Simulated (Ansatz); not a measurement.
An Ansatz (a first-principles code) run: MoTe2 with a change (tensor shear ε_xz = +2.00 %); Kohn–Sham DFT with the PBEsol-D3(BJ) functional, run in Ansatz with PAW and 420 eV plane waves, no spin-orbit coupling.

Input:

Ansatz 0.2 input:
```yaml
crystal:
  lattice:
    - [3.4340202851, 0, 0.0686804057]
    - [-1.7170101426, 2.973948804, -0.0343402029]
    - [0.266588167, 0, 13.3294083488]
  atoms:
    - { symbol: Te, position: [0.6666666667, 0.3333333333, 0.3862072776] }
    - { symbol: Te, position: [0.3333333333, 0.6666666667, 0.8862072776] }
    - { symbol: Te, position: [0.3333333333, 0.6666666667, 0.6137927224] }
    - { symbol: Te, position: [0.6666666667, 0.3333333333, 0.1137927224] }
    - { symbol: Mo, position: [0.6666666667, 0.3333333333, 0.75] }
    - { symbol: Mo, position: [0.3333333333, 0.6666666667, 0.25] }
basis: { ecutwfc: 420, ecutrho_ratio: 4, xc_grid: 2, fft_grid_basis: typed }
kpoints: { mp_grid: { grid: [11, 11, 3] } }
hamiltonian:
  xc: pbesol
  dispersion: d3bj
  pseudopotentials: { kind: paw }
scf: { occupations: { method: fermi_dirac, width: 0.05 }, convergence: { dr2_threshold: 0.0000000006 } }
relax: { f_tol: 0.005, max_steps: 50 }
output: { forces: true, stress: true }
checkpoint: { write: state.ck, write_every: 1000 }
```

Output (explanatory and most iteration lines left out):

```
Relaxation: its limit of steps is 50 (relax.max_steps)
Pseudopotential: Te, paw, valence charge 16
Pseudopotential: Mo, paw, valence charge 14
Crystal: 6 atoms, lattice volume = 136.073 Å³
Basis set: ecut = 420 eV, 2645 PW (Γ), exchange–correlation on 48×48×180 points (8 copies of the dense FFT grid, shifted against one another)
Bands: 56, of which v1, the nominal top of the filled ones, is band 46 counted from 1 (45 counted from 0)
Symmetry: 4 space group operations
Space group: C2/c (ITA 15), of the structure as read, at distance tolerance 5.1e-5 Å
k-points: 102 of 363
Functional: x = pbesol(κ = 0.804, μ = 0.12345679012345678), c = pbesol(β = 0.046)
SCF iter   1: F=—  HF=-37405.908716 eV  |F-HF|=—  |Δ(HF+E_count)|=         —  Δρ=6.43e-3  dr2=6.18e-2  ethr=1.77e-3  ⟨swp⟩=7.5  Hψ=22442  notcnv=0  defer=8
SCF iter   2: F=—  HF=-37405.905952 eV  |F-HF|=—  |Δ(HF+E_count)|=   2.76e-3  Δρ=3.37e-3  dr2=1.44e-2  ethr=6.72e-5  ⟨swp⟩=1.8  Hψ=7460  notcnv=0  defer=72
SCF 1 converged in 8 iterations: F = -37405.906212 eV  dr2 = 1.17e-10
relax step   1: F+E_penalty+E_count = -37405.90621166 eV  Δ(F+E_penalty+E_count) = +0.000e0 eV  max|allowed force component| = 4.322e-1 eV/Å  Δτ_max = 0.0000 Å  (8 SCF iters, accepted)
Crystal: 6 atoms, lattice volume = 136.073 Å³
SCF iter   1: F=—  HF=-37405.802375 eV  |F-HF|=—  |Δ(HF+E_count)|=         —  Δρ=7.97e-3  dr2=5.40e-2  ethr=5.71e-5  ⟨swp⟩=1.7  Hψ=23284  notcnv=0  defer=160
SCF iter   2: F=—  HF=-37405.793657 eV  |F-HF|=—  |Δ(HF+E_count)|=   8.72e-3  Δρ=4.44e-3  dr2=1.68e-2  ethr=5.71e-5  ⟨swp⟩=1.0  Hψ=5517  notcnv=0  defer=160
SCF 2 converged in 8 iterations: F = -37405.790871 eV  dr2 = 4.18e-11
relax step   2: F+E_penalty+E_count = -37405.79087058 eV  Δ(F+E_penalty+E_count) = +1.153e-1 eV  max|allowed force component| = 7.723e-1 eV/Å  Δτ_max = 0.1731 Å  (8 SCF iters, rejected (line search))
Crystal: 6 atoms, lattice volume = 136.073 Å³
SCF iter   1: F=—  HF=-37405.963190 eV  |F-HF|=—  |Δ(HF+E_count)|=         —  Δρ=5.20e-3  dr2=2.41e-2  ethr=2.46e-4  ⟨swp⟩=6.7  Hψ=19471  notcnv=0  defer=192
SCF iter   2: F=—  HF=-37405.959648 eV  |F-HF|=—  |Δ(HF+E_count)|=   3.54e-3  Δρ=2.89e-3  dr2=7.34e-3  ethr=2.62e-5  ⟨swp⟩=1.0  Hψ=6630  notcnv=0  defer=195
SCF 3 converged in 7 iterations: F = -37405.958434 eV  dr2 = 4.81e-10
relax step   3: F+E_penalty+E_count = -37405.95843423 eV  Δ(F+E_penalty+E_count) = -5.222e-2 eV  max|allowed force component| = 1.602e-2 eV/Å  Δτ_max = 0.0611 Å  (7 SCF iters, accepted)
Crystal: 6 atoms, lattice volume = 136.073 Å³
SCF iter   1: F=—  HF=-37405.958524 eV  |F-HF|=—  |Δ(HF+E_count)|=         —  Δρ=5.96e-4  dr2=3.29e-4  ethr=2.11e-6  ⟨swp⟩=3.5  Hψ=13267  notcnv=0  defer=200
SCF iter   2: F=—  HF=-37405.958466 eV  |F-HF|=—  |Δ(HF+E_count)|=   5.82e-5  Δρ=3.49e-4  dr2=1.09e-4  ethr=3.58e-7  ⟨swp⟩=1.0  Hψ=6630  notcnv=0  defer=200
SCF 4 converged in 6 iterations: F = -37405.958420 eV  dr2 = 8.57e-11
relax step   4: F+E_penalty+E_count = -37405.95841957 eV  Δ(F+E_penalty+E_count) = +1.466e-5 eV  max|allowed force component| = 4.566e-3 eV/Å  Δτ_max = 0.0088 Å  (6 SCF iters, accepted)
Crystal: 6 atoms, lattice volume = 136.073 Å³
SCF iter   1: F=—  HF=-37405.958590 eV  |F-HF|=—  |Δ(HF+E_count)|=         —  Δρ=6.54e-4  dr2=3.98e-4  ethr=3.74e-6  ⟨swp⟩=3.3  Hψ=12561  notcnv=0  defer=203
SCF iter   2: F=—  HF=-37405.958518 eV  |F-HF|=—  |Δ(HF+E_count)|=   7.23e-5  Δρ=3.84e-4  dr2=1.33e-4  ethr=4.33e-7  ⟨swp⟩=1.0  Hψ=6636  notcnv=0  defer=203
SCF 5 converged in 6 iterations: F = -37405.958471 eV  dr2 = 1.21e-10
relax step   5: F+E_penalty+E_count = -37405.95847050 eV  Δ(F+E_penalty+E_count) = -5.094e-5 eV  max|allowed force component| = 9.712e-3 eV/Å  Δτ_max = 0.0088 Å  (6 SCF iters, accepted)
Crystal: 6 atoms, lattice volume = 136.073 Å³
SCF iter   1: F=—  HF=-37405.958528 eV  |F-HF|=—  |Δ(HF+E_count)|=         —  Δρ=1.66e-4  dr2=2.56e-5  ethr=2.69e-7  ⟨swp⟩=3.4  Hψ=12882  notcnv=0  defer=203
SCF iter   2: F=—  HF=-37405.958502 eV  |F-HF|=—  |Δ(HF+E_count)|=   2.50e-5  Δρ=9.68e-5  dr2=8.42e-6  ethr=2.78e-8  ⟨swp⟩=1.0  Hψ=6631  notcnv=0  defer=203
SCF 6 converged in 6 iterations: F = -37405.958506 eV  dr2 = 8.42e-12
relax step   6: F+E_penalty+E_count = -37405.95850553 eV  Δ(F+E_penalty+E_count) = -3.503e-5 eV  max|allowed force component| = 2.755e-4 eV/Å  Δτ_max = 0.0022 Å  (6 SCF iters, accepted)
SCF converged after 6 iterations
Free energy (F): -37405.958506 eV
Internal energy: -37405.957812 eV  (E = F + TS)
E sigma→0 (E₀):  -37405.958159 eV
Entropy (-TS):   -0.000694 eV (-0.116 meV/atom)
Fermi energy:    14.503409 eV
  E_disp       = -3.406146  (pairwise vdW)
--- Forces (eV/Å), atoms counted from 1 ---
  atom   1  Te     0.00021242    -0.00005947     0.00008434
  atom   2  Te     0.00021242     0.00005947     0.00008434
  atom   3  Te    -0.00021242     0.00005947    -0.00008434
  atom   4  Te    -0.00021242    -0.00005947    -0.00008434
  atom   5  Mo    -0.00000000     0.00027547    -0.00000000
  atom   6  Mo     0.00000000    -0.00027547     0.00000000
--- Stress (GPa, compression-positive) ---
        0.122627      -0.000000      -1.770468
       -0.000000       0.211650      -0.000000
       -1.770468      -0.000000       0.393146
  P = ⅓ Tr σ = 0.2425 GPa (2.425 kbar)
--- Relaxed structure (6 steps of the walk, 5 accepted, 0 SCFs on fresh bases) ---
  atoms:
    - { symbol: Te, position: [0.6458502512518428, 0.32690200650418894, 0.3861429862831023] }
    - { symbol: Te, position: [0.31894824474765393, 0.6730979934958113, 0.8861429862831024] }
    - { symbol: Te, position: [0.35414974874815724, 0.6730979934958113, 0.613857013716898] }
    - { symbol: Te, position: [0.6810517552523462, 0.3269020065041889, 0.11385701371689787] }
    - { symbol: Mo, position: [0.6697821162322555, 0.33956423246451073, 0.7500000000000003] }
    - { symbol: Mo, position: [0.33021788376774475, 0.6604357675354896, 0.2500000000000001] }
```

With Te present, leaving out spin-orbit coupling can change the band edges. The cells carry an imposed strain or load. Whether these cells are dynamically stable was not tested. The cell was made from MoTe₂ (space group P6_3/mmc, No. 194; layered, stacked along the Cartesian z axis) by this change: tensor shear ε_xz = +2.00 %.
